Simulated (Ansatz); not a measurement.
The parent structure is SrHfO$_{3}$ in the cubic perovskite structure (space group Pm-3m, No. 221; a = 4.1063 Å).

Now apply this change: a negative pressure, −2 GPa.

Levels (all Ansatz, an electronic-structure program, PAW, earlier PAW set): PBEsol (420 eV, no spin-orbit coupling); HSE06 (420 eV, no spin-orbit coupling); PBEsol+SOC (600 eV, noncollinear with spin-orbit coupling).

At the geometry relaxed with PBEsol, these levels gave the following band gaps, in shuffled order: (a) 3.62 eV, (b) 3.70 eV, (c) 5.36 eV.

Question: Match each gap to its level.

Answer: (a) PBEsol+SOC; (b) PBEsol; (c) HSE06.

Single points use the geometry relaxed with PBEsol. The hybrid gap comes from the SCF mesh plus the semilocal run's edge points and a few special points and is an upper bound. The spin-orbit shifts are approximate. Spin-orbit coupling, missing from the scalar runs, can matter with Hf. Load acts through the strain it causes; cell and atoms are relaxed under it. Whether these cells are dynamically stable was not tested. Many cubic perovskites are stable only at high temperature; tilts and polar distortions were not tested.
